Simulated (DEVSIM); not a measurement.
Structure: abrupt Si p-n junction, at 300 K.

Layer 1 from the left is Si, thickness (μm) 3.50, Na (cm⁻³) 4.7e17, τn (s) 0.00045, τp (s) 0.00045. Layer 2 from the left is Si, thickness (μm) 54.0, Nd (cm⁻³) 5.9e14, τn (s) 0.00045, τp (s) 0.00045.

Left contact: ohmic. Right contact: ohmic. Voltage is applied to the left contact. Recombination: SRH at mid-gap, Auger. Mobility is μmin + (μ − μmin)/(1 + (N/Nref)^α).

The device is made up for the run: typed textbook-type constants, with dimensions and the other settings drawn at random. Values at 300 K.

Si: gap (eV) 1.124, affinity (eV) 4.05, permittivity 11.7, Nc (cm⁻³) 2.86e19, Nv (cm⁻³) 3.1e19, μn (cm²/Vs) 1417, μp (cm²/Vs) 470, μn,min 52, μp,min 45, Nref,n 9.7e16, Nref,p 2.2e17, αn 0.68, αp 0.72, Cn (cm⁶/s) 2.8e-31, Cp (cm⁶/s) 9.9e-32.

### Question
Estimate by hand the built-in potential, the peak field at zero bias, the capacitance at -6 V, and compare with a numerical solution.

### Answer

- Built-in potential: ni = √(Nc Nv) exp(−Eg/2kT) = 1.08e10 cm⁻³ with Eg = 1.124 eV; Vbi = kT/q ln(Na Nd/ni²) = 0.737 V; numerical 0.737 V.
- Peak field at zero bias: depletion approximation: W = √(2εVbi/(qN)) = 1.27 μm with N = 5.89e14 cm⁻³; field = 2Vbi/W = 11600 V/cm; numerical 38300 V/cm (estimate below by 70 %).
- Capacitance at -6 V: C = √(qεN / 2(Vbi + |V|)) = 2.69 nF/cm²; numerical 2.71 nF/cm² (estimate below by 0.58 %).

Simulated with DEVSIM: 1D drift-diffusion, Boltzmann statistics, complete ionisation; no tunnelling, impact ionisation, image-force lowering or self-heating.
